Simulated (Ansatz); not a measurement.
# Pressure series in MoP

Take MoP (space group P-6m2, No. 187; a = 3.241 Å, c = 3.195 Å) as the base.

Cell and atoms are relaxed at each pressure.

All numbers come from PBE, PAW, 420 eV (Ansatz, a program for electronic structure; scalar-relativistic without spin-orbit coupling).

Candidates:
(a) pressure 50 GPa
(b) pressure 75 GPa
(c) pressure 100 GPa
(d) pressure 15 GPa

Base values:

```
Quantity   Result
---------  ------
c/a ratio   0.986
```

Task: Order them by c/a ratio, lowest first.

Result: (d) pressure 15 GPa (0.998), (a) pressure 50 GPa (1.021), (b) pressure 75 GPa (1.034), (c) pressure 100 GPa (1.045)

Load acts through the strain it causes; cell and atoms are relaxed under it. No phonon test of stability was made. Competing high-pressure phases were not computed. All final runs are without spin polarisation. An odd electron count without spin: MoP.
